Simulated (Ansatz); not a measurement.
# Ansatz run on NbZn3 (Pm-3m, 4 atoms in the cell): self-consistent single point

Computed with LDA (PW92), default PAW files made with PBE (plane waves; Ansatz, a quantum-chemistry and plane-wave program).

Input:

Ansatz 0.2 input:
```yaml
crystal:
  lattice:
    - [3.89825000, 0.00000000, 0.00000000]
    - [0.00000000, 3.89825000, 0.00000000]
    - [0.00000000, 0.00000000, 3.89825000]
  atoms:
    - { symbol: Nb, position: [0.00000000, 0.00000000, 0.00000000] }
    - { symbol: Zn, position: [0.50000000, 0.00000000, 0.50000000] }
    - { symbol: Zn, position: [0.00000000, 0.50000000, 0.50000000] }
    - { symbol: Zn, position: [0.50000000, 0.50000000, 0.00000000] }
basis:
  ecutwfc: 420.0
kpoints:
  mp_grid: { grid: [9, 9, 9] }
hamiltonian:
  xc: lda
  pseudopotentials: { kind: paw }
scf:
  occupations: { method: gaussian, width: 0.1 }
output:
  forces: true
  eigenvalues: true
  stress: true
```

The program printed (abridged):

```
WARN ansatz: RAYON_NUM_THREADS=1 ignored (pool sized by the plan → 1); use --threads N
Pseudopotentials: kind: paw
Pseudopotential: Nb, paw, valence charge 13
Pseudopotential: Zn, paw, valence charge 12
Crystal: 4 atoms, lattice volume = 59.239 Å³
Basis set: ecut = 420 eV, 1189 PW (Γ)
Bands: 30, of which v1, the nominal top of the filled ones, is band 25 counted from 1 (24 counted from 0)
Symmetry: 48 space group operations
Space group: Pm-3m (ITA 221), of the structure as read, at distance tolerance 3.9e-5 Å
k-points: 35 of 729
PAW frozen core: Nb, regenerated for the run's functional, and the local potential with it
PAW frozen core: Zn, regenerated for the run's functional, and the local potential with it
Initial density: superposition of atomic densities (neutral atoms: chi_scale 0, normalization atom), corrected by the library's trained network
Initial wavefunctions: pseudopotential atomic-orbital guess
Eigensolver: davidson
Functional: x = slater, c = lda
SCF iter   1: F=—  HF=-14182.109168 eV  |F-HF|=—  |Δ(HF+E_count)|=         —  Δρ=9.89e-3  dr2=8.78e-2  ethr=1.77e-3  ⟨swp⟩=5.7  Hψ=4762  notcnv=0
all-band conjugate gradients solve this SCF's bands
preconditioner: auto → Kerker (q_TF=auto, 2.643 Å⁻¹)
SCF iter   2: F=—  HF=-14182.091705 eV  |F-HF|=—  |Δ(HF+E_count)|=   1.75e-2  Δρ=3.78e-3  dr2=1.49e-2  ethr=1.79e-4  ⟨swp⟩=1.1  Hψ=1334  notcnv=0
SCF iter   3: F=—  HF=-14182.088969 eV  |F-HF|=—  |Δ(HF+E_count)|=   2.74e-3  Δρ=2.43e-3  dr2=2.02e-3  ethr=3.05e-5  ⟨swp⟩=2.2  Hψ=1661  notcnv=0
SCF iter   4: F=—  HF=-14182.088166 eV  |F-HF|=—  |Δ(HF+E_count)|=   8.03e-4  Δρ=7.43e-4  dr2=5.60e-4  ethr=4.12e-6  ⟨swp⟩=2.0  Hψ=1623  notcnv=0
SCF iter   5: F=—  HF=-14182.087980 eV  |F-HF|=—  |Δ(HF+E_count)|=   1.87e-4  Δρ=2.73e-4  dr2=8.57e-5  ethr=1.14e-6  ⟨swp⟩=2.0  Hψ=1809  notcnv=0
SCF iter   6: F=—  HF=-14182.087953 eV  |F-HF|=—  |Δ(HF+E_count)|=   2.65e-5  Δρ=6.68e-5  dr2=2.66e-6  ethr=1.75e-7  ⟨swp⟩=2.0  Hψ=1681  notcnv=0
SCF iter   7: F=-14182.087952 eV  HF=-14182.087952 eV  |F-HF|=3.80e-8  |Δ(HF+E_count)|=   1.08e-6  Δρ=1.12e-5  dr2=9.17e-8  ethr=2.04e-10  ⟨swp⟩=7.1  Hψ=5186  notcnv=0
SCF 1 converged in 7 iterations: F = -14182.087952 eV  dr2 = 9.17e-8
SCF converged after 7 iterations
Free energy (F): -14182.087952 eV
Harris-Foulkes:  -14182.087952 eV  (|F-HF|=3.80e-8)
Internal energy: -14182.081912 eV  (E = F + TS)
E sigma→0 (E₀):  -14182.084932 eV
Entropy (-TS):   -0.006040 eV (-1.510 meV/atom)
Fermi energy:    13.315717 eV
--- Per-component energies (eV) ---
  E_band       = 118.640675
  E_kinetic    = 790.770467
  E_local      = -5121.308038  (includes V_loc(G=0)·N_el)
  E_nonlocal   = 1959.985229
  E_hartree    = 2074.072991
  E_xc         = -585.003748
  E_vxc        = -378.022613  (∫ρ·V_xc dr)
  E_paw        = -8219.683385  (= ΣΔE_a)
  E_vpaw       = -1280.940852  (= ΣTr[D̂ρ^β])
  E_aug_tail   = -0.000985  (compensation charges beyond the density's cutoff)
  E_ewald      = -5086.011561
  E_core_change = 5.097118  (= ΣΔE_core)
  E_smearing   = -0.006040  (= −TS)
  E_closure    = 0.000000  (closes the sum)
  Σ components = -14182.087952   (vs F -14182.087952, Δ=0.00e0)
--- Forces (eV/Å), atoms counted from 1 ---
  atom   1  Nb     0.00000000     0.00000000    -0.00000000
   [... zero for the other atoms too ...]
  max |Σ_I F_I| component: 1.02e-28 eV/Å
--- Stress (GPa, compression-positive) ---
       -6.513494      -0.000000       0.000000
        0.000000      -6.513494       0.000000
        0.000000       0.000000      -6.513494
  P = ⅓ Tr σ = -6.5135 GPa (-65.135 kbar)
  The stress holds the Pulay correction. Without it, at fixed plane waves, as pw.x and ABINIT print it: P = -6.5752 GPa
--- Band table (eV; the first three rows and the last of 35) ---
  k-point 0: bands = ["-41.1690", "-17.2979", "-17.2979", "-17.2979", "3.9024", "5.5971", "5.6850", "5.6850", "5.7045", "5.7045", "5.7045", "6.4175", "6.4175", "6.4175", "6.7309", "6.7309", "6.9639", "7.0299", "7.0299", "7.0299", "11.8917", [...]
  k-point 1: bands = ["-41.1687", "-17.3046", "-17.2977", "-17.2977", "4.0395", "5.6283", "5.7156", "5.7221", "5.7284", "5.7345", "5.7345", "6.4016", "6.4284", "6.4284", "6.7113", "6.7323", "6.9448", "6.9797", "6.9797", "7.0300", "11.3664", [...]
  k-point 2: bands = ["-41.1680", "-17.3215", "-17.2971", "-17.2971", "4.4372", "5.7151", "5.7711", "5.7955", "5.8227", "5.8227", "5.8479", "6.3572", "6.4546", "6.4546", "6.6597", "6.7339", "6.8444", "6.8444", "6.8899", "7.0301", "10.1726", [...]
  k-point 34: bands = ["-41.1629", "-17.3377", "-17.3371", "-17.3371", "5.5851", "5.6123", "5.6123", "5.7567", "6.2389", "6.2389", "6.2631", "6.4109", "6.4416", "6.4416", "6.5377", "6.5377", "6.9280", "6.9280", "6.9648", "9.5193", "10.3566", [...]
```

The run converged in 7 iterations.

The starting cell comes from a database of computed structures (which also holds hypothetical and non-ambient phases and stackings), without a prior relaxation at this level. Its lattice was rescaled by up to half a per cent. Spin polarisation is off. With a pressure of about -7 GPa the cell is away from its equilibrium volume at this level. Ansatz's pressure includes its estimate of the finite-basis (Pulay) stress.
